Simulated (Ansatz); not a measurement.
## Effect of pressure 50 GPa on HfN

Consider HfN in the rock salt structure (space group Fm-3m, No. 225; a = 4.548 Å).

It is then changed as follows: a hydrostatic pressure of 50 GPa.

Level of theory: PBE (Ansatz, a quantum-chemistry and plane-wave program, PAW, scalar-relativistic without spin-orbit coupling), earlier PAW set. k-mesh 18×18×18 (Γ-centred); smearing 0.05 eV (Fermi–Dirac).

The volume per atom drops by 1.545 Å³, from 11.76 Å³ to 10.21 Å³ and the density goes up by 2.06 g/cm³ (13.59 g/cm³ → 15.65 g/cm³). The lattice parameter a decreases by 0.209 Å, from 4.548 Å to 4.339 Å and the shortest interatomic distance decreases by 0.104 Å (2.274 Å → 2.170 Å). The enthalpy H = E + PV relative to the base's energy is +3.40 eV/atom and the band gap remains zero.

Final structure:

```
HfN
1.0
    0.00000     2.16974     2.16974
    2.16974     0.00000     2.16974
    2.16974     2.16974     0.00000
N Hf
1 1
Direct
  0.00000   0.00000   0.00000
  0.50000   0.50000   0.50000
```

Cost of the whole job for the changed cell (relaxation, final SCF and bands): roughly 21 core-seconds.

Load acts through the strain it causes; cell and atoms are relaxed under it. Whether these cells are dynamically stable was not tested. No other phases were tried under pressure. All final runs are without spin polarisation. An odd electron count without spin: HfN.
